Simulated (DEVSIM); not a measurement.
Device: Al0.15Ga0.85As/GaAs p-n heterojunction, at 300 K.

| layer (left to right) | material | thickness (μm) | Nd (cm⁻³) | Na (cm⁻³) | τn (s) | τp (s) |
|---|---|---|---|---|---|---|
| 1 | Al0.15Ga0.85As | 0.340 | - | 3.8e16 | 4e-9 | 4e-9 |
| 2 | GaAs | 0.590 | 7.5e15 | - | 4e-9 | 4e-9 |

Left contact: ohmic. Right contact: ohmic. Voltage is applied to the left contact. Recombination: SRH at mid-gap. Mobility is μmin + (μ − μmin)/(1 + (N/Nref)^α).

Constants are typed, rounded textbook-type inputs, not results; the design itself was drawn at random and stands for no fabricated device. Values at 300 K. The table also holds parameters that only a changed run uses.

```tsv
parameter	Al0.15Ga0.85As	GaAs
gap (eV)	1.611	1.424
affinity (eV)	3.9515	4.07
permittivity	12.47	12.9
Nc (cm⁻³)	5.6e17	4.7e17
Nv (cm⁻³)	9e18	9e18
μn (cm²/Vs)	5695	8500
μp (cm²/Vs)	282	400
μn,min	500	500
μp,min	20	20
Nref,n	6e16	6e16
Nref,p	1.5e17	1.5e17
αn	0.39	0.39
αp	0.38	0.38
Cn (cm⁶/s)	1e-30	1e-30
Cp (cm⁶/s)	1e-30	1e-30
```

Simulated with DEVSIM: 1D drift-diffusion, Boltzmann statistics, complete ionisation; no tunnelling, impact ionisation, image-force lowering or self-heating. Band offsets follow the typed affinities; no thermionic-emission limit at abrupt steps, no polarisation charge.

Base results: largest field in the device at zero bias (V/cm) 47000; dark forward voltage at 100 A/cm² (V) 1.129; dark forward voltage at 1 A/cm² (V) 0.991.

**Question.** What follows from this one change: thickness of layer 2 0.59 → 0.21 μm?

**Answer.** largest field in the device at zero bias 47000 → 57000 V/cm; dark forward voltage at 100 A/cm² 1.129 → 1.086 V; dark forward voltage at 1 A/cm² 0.991 → 0.938 V.

**Question.** What follows from this one change: minority lifetime in layer 2 4e-09 → 4e-10 s?

**Answer.** largest field in the device at zero bias little changed (47000 V/cm); dark forward voltage at 100 A/cm² little changed (1.127 V); dark forward voltage at 1 A/cm² 0.991 → 0.982 V.

**Question.** What follows from this one change: constant mobility in place of the doping-dependent one?

**Answer.** largest field in the device at zero bias little changed (47000 V/cm); dark forward voltage at 100 A/cm² 1.129 → 1.119 V; dark forward voltage at 1 A/cm² 0.991 → 0.985 V.
